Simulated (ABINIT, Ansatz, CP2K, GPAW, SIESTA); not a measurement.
Code comparison for TePb (Fm-3m, 2 atoms in the cell)

Band-structure calculation.

```xyz
2
Lattice="0.0000 3.3321 3.3321 3.3321 0.0000 3.3321 3.3321 3.3321 0.0000" Properties=species:S:1:pos:R:3 pbc="T T T"
Te     0.0000     0.0000     0.0000
Pb     3.3321     3.3321     3.3321
```

Shared settings, as Ansatz (a first-principles code) writes them: kpoints.mp_grid.grid = 9 9 9; scf.occupations.method = fixed. Potentials and cutoffs stand in the table.

```csv
code,model,gap along the path (eV),smallest direct gap (eV),cutoff
Ansatz,"PBE, PAW files",0.91,0.91,default
GPAW,"PBE, GPAW PAW datasets PBE (gpaw-data 1.0.1)",0.87,0.87,600 eV
SIESTA,"GGA PBE, numerical atomic orbitals DZP, PseudoDojo PBE standard norm-conserving potentials (rewritten from UPF to PSML)",0.98,0.98,grid 400 Ry
CP2K,"PBE, GPW, DZVP-MOLOPT-PBE-GTH basis, GTH-PBE potentials (POTENTIAL_UZH)",0.67,0.67,grid 400 Ry
ABINIT,"PBE, PAW (JTH v2.0 PBE PAW)",0.89,0.89,20 Ha
```

On Ansatz's run: spin-orbit coupling is off.

The spread over the programs that give each value: gap along the path within 0.31 eV; smallest direct gap within 0.31 eV.

SIESTA and CP2K use small atom-centred bases, whose incompleteness enters pressures, forces and empty levels differently from a plane-wave cutoff.

In the gap along the path, CP2K stands apart from the plane-wave programs.

The starting cell comes from a database of computed structures (which also holds hypothetical and non-ambient phases and stackings), without a prior relaxation at this level. Its lattice was rescaled by a random factor within 2.5 % of one.

Left out of this page: Quantum ESPRESSO, Elk and FLEUR (not drawn, or without a comparable value).

Keys are those of Ansatz 0.2.
